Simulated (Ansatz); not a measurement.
Reference: C (Fd-3m), r2SCAN, rigid bands (plane waves, PAW, scalar-relativistic; Ansatz, a first-principles code); axes and stresses refer to this cell.

```xyz
2
Lattice="0.0000 1.7769 1.7769 1.7769 0.0000 1.7769 1.7769 1.7769 0.0000" Properties=species:S:1:pos:R:3 pbc="T T T"
C      0.0000     0.0000     0.0000
C      0.8885     0.8885     0.8885
```

- band gap: 4.38 eV
- Seebeck coefficient, p-type 1e19 cm⁻³: 327 μV/K
- electron conductivity mass: 0.39 mₑ

```json
[
 {"Change": "biaxial stress in (001) of -22 GPa (compression positive)", "band gap": "3.63 eV", "Seebeck coefficient, p-type 1e19 cm⁻³": "179 μV/K", "electron conductivity mass": "0.38 mₑ"},
 {"Change": "biaxial stress in (001) of 22 GPa (compression positive)", "band gap": "4.14 eV", "Seebeck coefficient, p-type 1e19 cm⁻³": "268 μV/K", "electron conductivity mass": "0.38 mₑ"},
 {"Change": "biaxial stress in (111) of 22 GPa (compression positive)", "band gap": "4.40 eV", "Seebeck coefficient, p-type 1e19 cm⁻³": "294 μV/K", "electron conductivity mass": "0.39 mₑ"},
 {"Change": "uniaxial stress along [001] of -33 GPa (compression positive)", "band gap": "3.84 eV", "Seebeck coefficient, p-type 1e19 cm⁻³": "269 μV/K", "electron conductivity mass": "0.38 mₑ"},
 {"Change": "uniaxial stress along [110] of 11 GPa (compression positive)", "band gap": "4.30 eV", "Seebeck coefficient, p-type 1e19 cm⁻³": "283 μV/K", "electron conductivity mass": "0.39 mₑ"},
 {"Change": "uniaxial stress along [111] of -55 GPa (compression positive)", "band gap": "(withheld)", "Seebeck coefficient, p-type 1e19 cm⁻³": "(withheld)", "electron conductivity mass": "(withheld)"}
]
```

**Question.** Fill in the missing entries.

**Answer.** 
- uniaxial stress along [111] of -55 GPa (compression positive), band gap: 4.13 eV
- uniaxial stress along [111] of -55 GPa (compression positive), Seebeck coefficient, p-type 1e19 cm⁻³: 329 μV/K
- uniaxial stress along [111] of -55 GPa (compression positive), electron conductivity mass: 0.41 mₑ

Masses are for dilute carriers at 300 K, harmonic means over directions unless an axis is named. Seebeck coefficients are for the stated density at 300 K, with one relaxation time for all states and whether or not that doping can be reached. Spin-orbit coupling is left out unless a row names it. Stresses and pressures are the targets of the relaxation.  The structure type is held under load, also where the real crystal would transform.
